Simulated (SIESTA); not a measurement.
Band structure of LiZn (Fd-3m, 4 atoms in the cell).

```xyz
4
Lattice="0.0000 3.0318 3.0318 3.0318 0.0000 3.0318 3.0318 3.0318 0.0000" Properties=species:S:1:pos:R:3 pbc="T T T"
Li     1.5159     1.5159     1.5159
Li     0.0000     0.0000     0.0000
Zn     4.5477     4.5477     4.5477
Zn     3.0318     3.0318     3.0318
```

Level of theory: GGA PBEsol, numerical atomic orbitals DZP, PseudoDojo PBEsol standard norm-conserving potentials (rewritten from UPF to PSML) in SIESTA.

Settings: XC.functional = GGA; XC.authors = PBEsol; potentials = PseudoDojo PBEsol standard; PAO.BasisSize = DZP; PAO.EnergyShift = 0.01 Ry; MeshCutoff = 300 Ry; kgrid.MonkhorstPack = 8 8 8; OccupationFunction = MP; OccupationMPOrder = 0; ElectronicTemperature = 0.05 eV; PAO.Polarization.NonPerturbative = true; MaxSCFIterations = 150; SCF.Mixer.Method = Pulay; SCF.Mixer.Weight = 0.2.

The starting cell comes from a database of computed structures (which also holds hypothetical and non-ambient phases and stackings), without a prior relaxation at this level. Values carry the incompleteness of an atom-centred basis.

Levels in eV from the Fermi level, bands 21 to 26:
```tsv
point	21	22	23	24	25	26
Γ	-6.86	3.73	3.73	3.73	3.98	3.98
X	-4.16	-4.16	-0.98	-0.98	3.26	3.26
W	-4.05	-4.05	-1.52	-1.52	6.19	6.19
K	-4.55	-3.69	-1.90	-0.38	3.31	6.24
L	-5.65	-3.85	1.98	1.98	3.34	3.34
U	-4.55	-3.69	-1.90	-0.38	3.31	6.24
```

Bands cross the Fermi level along this path, so the cell is metallic at this level.

Higher empty bands are left out: an atom-centred basis made for the valence describes them poorly.
